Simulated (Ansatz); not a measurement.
Consider AlN in the wurtzite structure (space group P6_3mc, No. 186; a = 3.089 Å, c = 4.943 Å). Axes: x lies along a and z along c of the hexagonal cell.

The values are results of LDA (Ansatz, a quantum-chemistry and plane-wave program, PAW, scalar-relativistic without spin-orbit coupling), not measurements.

Strains are applied to the cell and any free atomic positions relax.

One change was made to it. Results:

| quantity | base | after |
|---|---|---|
| electron mass | 0.32 mₑ (at Γ) | 0.33 mₑ (at Γ) |
| energy relative to the base (free energy F) | 0 meV/atom | +10 meV/atom |
| gap character | direct at Γ | direct at Γ |

Problem. Name the change that was made.
(A) uniaxial strain ε_zz = −0.60 %
(B) uniaxial strain ε_zz = −2.40 %
(C) uniaxial strain ε_zz = −1.20 %
(D) uniaxial strain ε_zz = −1.80 %
(E) uniaxial strain ε_zz = −3.00 %

Solution. E, uniaxial strain ε_zz = −3.00 %. For comparison, the energy relative to the base in the other runs: uniaxial strain ε_zz = −0.60 % gives +0.4 meV/atom; uniaxial strain ε_zz = −1.80 % gives +3.8 meV/atom; uniaxial strain ε_zz = −1.20 % gives +1.7 meV/atom; uniaxial strain ε_zz = −2.40 % gives +6.7 meV/atom.

Masses are band curvatures over ±0.01 Å⁻¹ around the edge. Stability against distortions was not tested.
